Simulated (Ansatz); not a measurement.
## N on the 1x1 (10-10) surface of wurtzite ZnO (cut with top plane O + Zn), one in a 1x1 cell, started at the site 'hollow O'

Host crystal: wurtzite ZnO, with a band gap (PBE, scalar-relativistic without spin-orbit coupling).

Method: PBE (plane waves to 420 eV, PAW; Ansatz, a program for electronic structure).

Set-up: 17 atoms, 9.4 Å thick at the start under the adsorbate (thin: gaps and levels are the slab's own); mesh 6x4x1; 0.01 eV smearing; dipole correction on; 8 atoms held, the rest relaxed; no symmetry held; spin-polarised, ending with about 1.1 μB a cell, a value that depends on the mesh; orders that need a larger cell were not tried, no spin-orbit, no U, no dispersion correction. The slab shows no gap over 0.04 eV on its mesh. At the end it is bonded to O + Zn. In PBE this state lies 0.06 eV over the lowest of the starts that converged ('over O at depth 0.9 Å', where the adsorbate paired with a surface O atom).

```yaml
energy of the end state, in which the adsorbate paired with a surface O atom, against ½ N2(g): 3.77 eV
work_function_of_the_top_face: 5.75 eV
change_of_the_step_from_the_bottom_to_the_top_vacuum_level_against_the_clean_slab: 1.19 eV
energy_released_by_relaxation: 1.58 eV
height of the binding atom over the mean of the host atoms within 0.3 Å of the top one: 0.970 Å
largest_move_of_a_host_atom: 0.61 Å
note: in the relaxation the adsorbate left its starting site by 0.6 Å
cost: about 17 core-minutes (a rough figure)
```

A negative adsorption energy means that the adsorbate is more stable on the surface than in its reference.
